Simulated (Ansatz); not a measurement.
The starting structures come from a database of crystals and need not be the phases stable at ambient conditions.

By PBEsol, the system below comes out a metal.

Without scattering a metal conducts by its projected Fermi surface.

Input:

```yaml
crystal:
  lattice:
    - [3.74577, 0.00000, 0.00000]
    - [0.00000, 3.74577, 0.00000]
    - [1.87288, -1.87288, 4.19506]
  atoms:
    - { symbol: Ti, position: [0.00000, 0.00000, 0.00000] }
    - { symbol: Al, position: [0.50000, 0.50000, 0.00000] }
    - { symbol: Al, position: [0.25000, 0.25000, 0.50000] }
    - { symbol: Al, position: [0.75000, 0.75000, 0.50000] }
```

Space group of this cell: I4/mmm. The cell is strained (all lengths scaled by 0.98); by PBEsol its mean pressure is 7.0 GPa.

The current flows along the normal of the first two printed cell vectors, the (001) plane of the conventional cell. No spin-orbit coupling; the value is a mean over 0.1 eV about the Fermi level.

Question: Compute, with PBEsol run with Ansatz (a program for electronic structure), the ballistic conductance per area.

Answer: 0.51 × 10¹⁵ S/m² for both spins.
